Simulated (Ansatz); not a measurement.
## LaTiO2N (Imma, No. 74, 10 atoms in the cell; start mp-1222753)

Level of theory: r²SCAN+rVV10 (Ansatz, a first-principles code, plane waves, PAW).

Run with plane-wave cutoff 560 eV, 8×8×8 k mesh, Fermi–Dirac smearing 0.01 eV, no spin polarisation, scalar-relativistic PAW data made under PBE.

Cell (relaxed at this level):

```yaml
crystal:
  lattice:
    - [-2.75191, 3.96614, 2.77930]
    - [2.75191, -3.96614, 2.77930]
    - [2.75191, 3.96614, -2.77930]
  atoms:
    - { symbol: La, position: [0.75136, 0.00136, 0.75000] }
    - { symbol: La, position: [0.24864, 0.99864, 0.25000] }
    - { symbol: Ti, position: [0.50000, 0.50000, 0.00000] }
    - { symbol: Ti, position: [0.00000, 0.50000, 0.50000] }
    - { symbol: N, position: [0.31354, 0.56354, 0.75000] }
    - { symbol: N, position: [0.68646, 0.43646, 0.25000] }
    - { symbol: O, position: [0.21682, 0.50000, 0.21682] }
    - { symbol: O, position: [0.78318, 0.50000, 0.78318] }
    - { symbol: O, position: [0.78318, 0.00000, 0.28318] }
    - { symbol: O, position: [0.21682, 0.00000, 0.71682] }
```

For LaTiO2N (Imma, No. 74, 10 atoms in the cell; start mp-1222753), the band gap is 1.26 eV (on the SCF k mesh).

Note: the relaxation could not lower the start's symmetry, so the cell can be a saddle point above a distorted one.

Spin–orbit coupling is not included.

Computed values are for the static lattice.

A start named mp-… is a Materials Project structure, which need not be a measured phase.
